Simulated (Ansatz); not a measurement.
# A computed series for TiOs: response to strain

Start from TiOs in the CsCl type structure (space group Pm-3m, No. 221; a = 3.0617 Å; relaxed with 0.1 eV smearing). Axes: x, y, z lie along the cube axes.

Strains are applied to the cell and any free atomic positions relax.

Calculations: PBEsol/PAW in Ansatz (a first-principles code), scalar-relativistic without spin-orbit coupling.

Notes on the quantities. energy relative to the base: free energy F.

| change | energy relative to the base | pressure | volume per atom |
|---|---|---|---|
| base | 0 meV/atom | 0.0 GPa | 14.35 Å³ |
| isotropic strain −1.70 % | +33 meV/atom | 15.3 GPa | 13.63 Å³ |
| isotropic strain −0.96 % | +10 meV/atom | 8.2 GPa | 13.94 Å³ |
| isotropic strain +3.49 % | +117 meV/atom | -22.0 GPa | 15.91 Å³ |
| tensor shear ε_xz = +0.64 % | +0.9 meV/atom | 0.0 GPa | 14.35 Å³ |
| tensor shear ε_xz = −0.44 % | +0.4 meV/atom | 0.0 GPa | 14.35 Å³ |

Whether these cells are dynamically stable was not tested. The final runs are not spin-polarised.
